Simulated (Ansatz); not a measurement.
## SrTiO3: energy against volume

SrTiO3 (cubic perovskite, Pm-3m, 12.199 Å³/atom and stress up to 0.01 GPa in the relaxed cell, cube axes along x, y and z) under an equal strain ε along all three axes. PBE in Ansatz, a plane-wave DFT program (PAW, default set), 420 eV, 8×8×8 Γ-centred mesh, Fermi-Dirac smearing 0.05 eV; ions are relaxed, or left where forces stay under 0.02 eV/Å, within the symmetry of each cell.

Here V stands for volume and E for E less E0.

```csv
volume (Å³/atom),E less E0 (meV/atom),pressure (GPa)
11.5523,20.11,10.47
11.7653,8.78,6.69
11.9810,2.17,3.21
12.1993,0.00,0.01
12.4202,2.05,-2.93
12.6437,8.04,-5.63
12.8699,17.77,-8.10
13.3305,?,?
```

**Question.** Using the third-order Birch-Murnaghan form, a cubic in V^(-2/3), estimate the missing E at V = 13.3305 from the other rows, showing the fit.

**Answer.** With u = V^(-2/3) - 0.189, the rows have u = 0.006684, 0.004315, 0.001987, -0.000298, -0.002542, -0.004746, -0.006911. Least squares gives E = 0.045 + 252.47·u + 409521·u² + 272909·u³. Residuals (row less fit): 0.000, -0.001, 0.004, -0.006, 0.005, -0.002, 0.000; standard error 0.005 (degrees of freedom: 3). Its minimum lies at u = -0.000308, so V0 = (0.188692)^(-3/2) = 12.20. There d²E/du² = 818500 and d³E/du³ = 1637000, so B0 = (4/9) × 12.20^(-7/3) × 818500 × 0.160218 = 170 GPa (the last factor turns the table's units into GPa), and B0' = 4 + (2/3) × 0.188692 × (1637000)/818500 = 4.3. B0' rests on the cubic coefficient alone and has a standard error of 0.1 from these residuals. At the withheld row, u = -0.011130, so E = 0.045 + 252.47 × (-0.011130) + 409521 × (-0.011130)² + 272909 × (-0.011130)³ = 47.589 meV/atom. The calculation gives 47.49 meV/atom, 0.099 meV/atom below the prediction (0.2 % of the range of E in the table). The row lies outside the fitted rows, so this is an extrapolation. The scatter of the fitted rows lies at the last printed digit.

The primitive cell can neither tilt nor turn polar against its symmetry, as such crystals can under strain. Other structures, which can take over under pressure, weren't tried. The same form fitted to the pressure column gives B0' = 4.4; series where the two differ by over 0.4 aren't shown. SrTiO3 is here the ideal cubic form; the compound distorts at low or room temperature. Rows are the converged runs of the series near zero and its far end, less any whose ions stayed unrelaxed beside relaxed ones; series whose fitted rows scatter by over a few per cent of the range, as at a crossing or softening among them, aren't shown in this form.
